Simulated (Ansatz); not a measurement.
Start from SnSe in the GeS type structure (space group Pnma, No. 62; layered, stacked along the Cartesian x axis).

```
SnSe
1.0
   11.49319     0.00000     0.00000
    0.00000     4.16897     0.00000
    0.00000     0.00000     4.38450
Sn Se
4 4
Direct
  0.11788   0.25000   0.09486
  0.38212   0.75000   0.59486
  0.88212   0.75000   0.90514
  0.61788   0.25000   0.40514
  0.85696   0.25000   0.47746
  0.64304   0.75000   0.97746
  0.14304   0.75000   0.52254
  0.35696   0.25000   0.02254
```

Cartesian axes are those of the cell as printed.

All numbers come from plane-wave PAW DFT at the PBE-D3(BJ) level (Ansatz, a program for electronic structure, 420 eV), no spin-orbit coupling.

Base values:

- Shortest interatomic distance = 2.766 Å
- Pressure = 0.00 GPa

Modification: biaxial strain −4.79 %, plane normal [001], relaxed out of plane (Cartesian); in-plane vectors clamped, the third vector and the atoms free.

**Question.** How does this affect the shortest interatomic distance, out-of-plane strain and pressure?

**Answer.** The shortest interatomic distance decreases by 0.015 Å (2.766 Å → 2.751 Å); the out-of-plane strain is +7.93 %; the pressure (mean of the normal stresses, compression positive) goes from zero to 2.01 GPa.

Stability against distortions was not tested. The D3 term's C6 switches between coordination references near this geometry, which can add small steps to energies.
